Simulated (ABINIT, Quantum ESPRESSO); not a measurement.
A Quantum ESPRESSO input for a self-consistent single point of NaLu3 (Fm-3m, 4 atoms in the cell) (DFT, LDA (PZ), plane waves, PSlibrary PAW (LDA) pseudopotentials):

```fortran
&control
   calculation = 'scf',
   prefix = 'nalu3',
   outdir = './tmp',
   pseudo_dir = './',
   tprnfor = .true.,
   tstress = .true.,
/
&system
   ibrav = 2,
   celldm(1) = 14.68107439,
   nat = 4,
   ntyp = 2,
   ecutwfc = 75,
   ecutrho = 600,
   occupations = 'smearing',
   smearing = 'gauss',
   degauss = 0.0073499,
/
&electrons
   conv_thr = 1.0d-9,
   mixing_beta = 0.4,
/
ATOMIC_SPECIES
Na    22.9898  Na.pz-spn-kjpaw_psl.1.0.0.UPF
Lu   174.9668  Lu.pz-spdn-kjpaw_psl.1.0.0.UPF
ATOMIC_POSITIONS crystal
Na    0.00000000    0.00000000    0.00000000
Lu    0.25000000    0.25000000    0.25000000
Lu    0.75000000    0.75000000    0.75000000
Lu    0.50000000    0.50000000    0.50000000
K_POINTS automatic
8 8 8  0 0 0
```

Problem. Write the same calculation as an input for ABINIT.

Solution. One input that does it (others would too):

```
# NaLu3, JTH v2.0 LDA PAW
pp_dirpath "./"
pseudos "Na.LDA_PW-JTH.xml, Lu.LDA_PW-JTH.xml"
acell 3*1.0
rprim
        -0.0000000000    7.3405371962    7.3405371962
         7.3405371962   -0.0000000000    7.3405371962
         7.3405371962    7.3405371962   -0.0000000000
natom 4
ntypat 2
znucl 11 71
typat 1 2 2 2
xcart
         0.0000000000    0.0000000000    0.0000000000
         1.9422225000    1.9422225000    1.9422225000
         5.8266675000    5.8266675000    5.8266675000
         3.8844450000    3.8844450000    3.8844450000
      Angstrom
ecut 816 eV
pawecutdg 1633 eV
pawxcdev 0
ixc 7
occopt 7
tsmear 0.1 eV
nband 53
kptopt 1
ngkpt 8 8 8
nshiftk 1
shiftk 0 0 0
nstep 60
tolvrs 1.0e-12
prtwf 0
prtden 0
prtvol 1
enunit 1
```

Basis settings and potentials, where a program has them, do not carry over. This input uses DFT, LDA (PW92), plane waves, PAW (JTH v2.0 LDA PAW). LDA parametrisations can differ slightly between programs. Both were run: pressure -3.86 GPa in Quantum ESPRESSO and -4.06 in ABINIT.

On ABINIT: the starting cell comes from a database of computed structures (which also holds hypothetical and non-ambient phases and stackings), without a prior relaxation at this level. With a pressure of about -4 GPa the cell is away from its equilibrium volume at this level.

On Quantum ESPRESSO: the starting cell comes from a database of computed structures (which also holds hypothetical and non-ambient phases and stackings), without a prior relaxation at this level. With a pressure of about -4 GPa the cell is away from its equilibrium volume at this level.
